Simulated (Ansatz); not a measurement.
## Effect of biaxial strain −1.20 %, plane normal [001], relaxed out of plane on KMgF3

Take KMgF₃ in the cubic perovskite structure (space group Pm-3m, No. 221; a = 3.991 Å) as the base. Axes: x, y, z lie along the cube axes.

Modification: compressive biaxial strain of 1.20 % in the plane normal to [001], as in epitaxy on a mismatched substrate; the out-of-plane cell vector and the atoms relax.

Computed with PBEsol/PAW in Ansatz (an electronic-structure program), no spin-orbit coupling. Settings: 8×8×8 k-points, 0.05 eV Fermi–Dirac smearing.

| quantity | base | changed | shift |
|---|---|---|---|
| volume per atom | 12.72 Å³ | 12.50 Å³ | -0.215 Å³ |
| space group | Pm-3m (No. 221) | P4/mmm (No. 123) | – |
| shortest interatomic distance | 1.996 Å | 1.972 Å | -0.024 Å |
| energy relative to the base (free energy F) | 0 meV/atom | +1.9 meV/atom | +1.9 meV/atom |
| band gap | 7.12 eV | 7.23 eV | +0.11 eV |
| gap character | – | indirect, A → Γ | – |
| smallest direct gap | 7.44 eV | 7.56 eV | +0.12 eV |
| electron mass | 0.51 mₑ (at Γ) | 0.51 mₑ (at Γ) | – |
| out-of-plane strain | – | +0.72 % | – |
| ratio −ε⊥/ε∥ | – | 0.60 | – |
| mean in-plane stress (compression positive) | – | +2.0 GPa | – |

Cost of the whole job for the changed cell (relaxation, final SCF and bands): around 60 core-seconds (rough).

Masses are band curvatures over ±0.01 Å⁻¹ around the edge. No phonon test of stability was made. k-point labels follow each cell's own Brillouin zone.
